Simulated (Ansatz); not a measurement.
Amorphous Hf$_{18}$O$_{39}$La$_{2}$, 59 atoms at 8.75 g/cm³, one PBE-relaxed geometry, zone centre. Methods: PBE, scalar-relativistic without spin-orbit coupling (Ansatz, a program for electronic structure); r2SCAN, scalar-relativistic without spin-orbit coupling (Ansatz); HSE06, scalar-relativistic without spin-orbit coupling (Ansatz). Plane waves to 420 eV (r2SCAN 500 eV); exact exchange is cut at the cell's faces. At PBE the levels at the filled edge of the gap are localised (band-tail or defect states), and the nearest spread-out levels lie 4.2 eV apart at the zone centre. All rungs ran without spin polarisation.

A CHGNet melt-quench gave the starting glass, which DFT then relaxed. O atoms were pushed apart under 1.9 Å during the dynamics, to hinder bonds among them. The hot cell started wider than the set density and was brought back towards it in steps. It is the lowest in DFT energy of 2 quenches. It is a model cell: composition and starting density were chosen by hand, and all elements were melted together. No dispersion term was used. Its density started from a set value of 8.75 and ended at 8.75 g/cm³. Cooling (nominally 300 K/ps over its main leg) ran many orders faster than in experiment, which tends to leave more defects and strain. Values belong to this one cell and scatter from quench to quench. The volume was held where the preparation left it and the shape relaxed, at a PBE pressure of 0.1 GPa. On a 2×2×2 Γ-centred mesh force components of up to 0.13 eV/Å stay, since the relaxation ran on the zone centre alone.

The relaxation ran on the zone centre alone. At PBE the level gap is 3.80 eV on a 2×2×2 Γ-centred mesh, and the spacing at the zone centre alone 3.86 eV.

Problem. What zone-centre spacing does r2SCAN give, roughly?

Solution. 4.34 eV (+0.48 eV against PBE).

Problem. What zone-centre spacing does HSE06 give, roughly?

Solution. 5.46 eV (+1.59 eV against PBE).

The highest filled and the lowest empty state spread over these numbers of atoms (participation numbers): PBE: 5.7 and 14.8; r2SCAN: 5.6 and 13.6; HSE06: 5.6 and 14.9.
